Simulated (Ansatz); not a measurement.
Consider a periodic stack without vacuum, hexagonal WC (1 0 0) on zinc-blende InSb (0 0 1) (film strained to the substrate, started from cuts of the bulks and a machine-learned relaxation; slabs In8Sb8 and W20C20, which can lie off the formulas): substrate slab In8Sb8, film W20C20, surface cells [[0, -1], [2, 1]] and [[-2, 1], [-1, -2]], film strained by +1.6 and +4.3 %, outermost planes Sb/In and W/C as cut, which need not be the usual terminations and can put a slab off its formula. Its start:

```xyz
56
Lattice="6.6375 0.0000 -0.0123 0.0000 6.6375 0.0028 -3.3728 2.7784 22.9311" Properties=species:S:1:pos:R:3 pbc="T T T"
In    -0.0979     6.4378     5.8115
In     3.1379     3.0411     5.8107
In     3.3933     5.9672     2.5238
In     0.0258     2.6938     2.4377
In    -0.2140     5.5890    11.3239
In     2.6351     1.7690    11.7837
In     3.5670     6.8291     9.1049
In     0.1369     3.5408     9.0524
Sb     4.7465     1.3475     4.1527
Sb     1.4014     4.6338     4.1576
Sb     2.7033     2.2693     0.8821
Sb     6.0088     5.5889     0.8998
Sb     5.9494     1.9065    11.5367
Sb     2.7612     5.0493    11.5425
Sb     1.4662     1.4489     7.5917
Sb     4.7493     4.8054     7.4333
W     -2.0181     7.7747    13.9655
W     -0.7036     5.0932    14.0290
W      1.9822     6.3828    13.9378
W      3.2555     3.7720    13.9871
W      0.6154     2.3976    13.9842
C      3.9596     5.7684    14.5622
C     -1.3771     3.1091    14.5748
C      1.2722     4.4054    14.5529
C      2.6187     8.3873    14.6227
C     -0.0307     7.0627    14.5789
W     -0.7044     8.3862    16.3759
W      0.6365     5.7337    16.3736
W      3.2836     7.0605    16.3555
W     -2.0274     4.4098    16.3888
W      1.9540     3.0754    16.3724
C     -1.3575     6.3993    17.1821
C     -0.0413     3.7301    17.1802
C      2.6170     5.0673    17.1596
C      3.9487     2.4098    17.1720
C      1.2897     7.7131    17.1747
W      0.6369     2.3997    18.8449
W      1.9666     6.3851    18.8426
W     -2.0217     7.7108    18.8516
W     -0.6903     5.0562    18.8455
W      3.2893     3.7276    18.8400
C     -0.0175     7.0524    19.6649
C      1.2841     4.3882    19.6153
C     -2.6588     5.7152    19.6253
C     -1.3556     3.0490    19.6698
C      2.6319     8.3693    19.6295
W      1.9752     3.0860    21.3494
W      3.2987     7.0099    21.3520
W     -0.6819     8.3664    21.3720
W      0.6795     5.7144    21.3738
W     -2.0397     4.3802    21.3799
C      1.3075     7.7379    22.0528
C      2.6382     5.0446    21.9246
C     -1.3259     6.3744    22.0585
C     -0.0280     3.7199    22.0541
C     -2.6646     8.9877    22.0766
```

The start was prepared with a machine-learned potential, and the result is one local minimum, with the in-plane cell held and forces under 0.04 eV/Å; the film can end far from its bulk form.

Level of theory: PBE (plane waves to 420 eV, PAW; Ansatz, a first-principles code). Spin–orbit coupling is left out; the runs are not spin-polarised. Its k-point mesh 4×4×1, Fermi–Dirac width 0.05 eV.

Task: Predict the relaxed interface.

Result: 
* **interface area**: 44.1 Å²
* **period**: 22.28 Å
* **heights between the nearest atoms of the two slabs at the two interfaces**: 2.06 and 1.67 Å
* **Sb–W contacts across the interfaces within 1.22 times the sum of covalent radii**: 12, mean 2.94 Å
* **In–W contacts across the interfaces within 1.22 times the sum of covalent radii**: 9, mean 3.21 Å
* **C–Sb contacts across the interfaces within 1.22 times the sum of covalent radii**: 4, mean 2.29 Å
* **C–In contacts across the interfaces within 1.22 times the sum of covalent radii**: 1, mean 2.28 Å
